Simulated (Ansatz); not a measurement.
NiO₂ (R-3m, No. 166, 3 atoms in the cell; start mp-35925) was calculated with LDA (plane waves, PAW; Ansatz, an electronic-structure program).

Settings: plane-wave cutoff 520 eV, 14×14×14 k mesh, Fermi–Dirac smearing 0.01 eV, no spin polarisation, scalar-relativistic PAW data made under PBE.

Cell (relaxed at this level):

Space group R-3m, hexagonal axes (No. 166); a = b = 2.758 Å, c = 14.128 Å, α = β = 90.00°, γ = 120.00°

| atom | site | symmetry | x | y | z |
|---|---|---|---|---|---|
| Ni | 3a | -3m | 0.0000 | 0.0000 | 0.0000 |
| O | 6c | 3m | 0.0000 | 0.0000 | 0.3986 |
(The calculation used a cell of 3 atoms; values per cell refer to that cell.)

Question: Give the computed band gap, smallest direct gap on the k points sampled and Γ–Γ gap.

Answer: 
band gap: 0.88 eV (indirect)
smallest direct gap on the k points sampled: 1.21 eV
Γ–Γ gap: 2.76 eV

The computed numbers hold no vibrational or temperature effects.

A start named mp-… is a Materials Project structure, which need not be a measured phase.
